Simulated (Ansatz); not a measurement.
The starting structures come from a database of crystals and need not be the phases stable at ambient conditions.

Inside the gap of an insulator the Bloch states are evanescent, with a wavenumber k + iκ along the transport direction.

Input:

```yaml
crystal:
  lattice:
    - [4.18756, 0.00000, 0.00000]
    - [0.00000, 5.73676, 0.00000]
    - [0.00000, 2.86838, 1.65606]
  atoms:
    - { symbol: Al, position: [0.25000, 0.66667, 0.00000] }
    - { symbol: Al, position: [0.75000, 0.33333, 0.00000] }
    - { symbol: N, position: [0.75000, 0.66667, 0.00000] }
    - { symbol: N, position: [0.25000, 0.33333, 0.00000] }
```

Space group of this cell: P6_3/mmc. The cell is taken as given; by r2SCAN its mean pressure is -5.1 GPa.

Transport runs along the normal of the first two printed cell vectors, the (110) plane of the conventional cell.

The gap is the functional's own. No spin-orbit coupling. Mid-gap values are interpolated on the energy grid.

Question: Estimate the band gap and the smallest decay constant κ at mid-gap that r2SCAN run with Ansatz (a first-principles code) returns for this system.

Answer: Gap 3.83 eV on a 8×18×18 mesh; κ = 0.308 1/Å, at the zone centre.
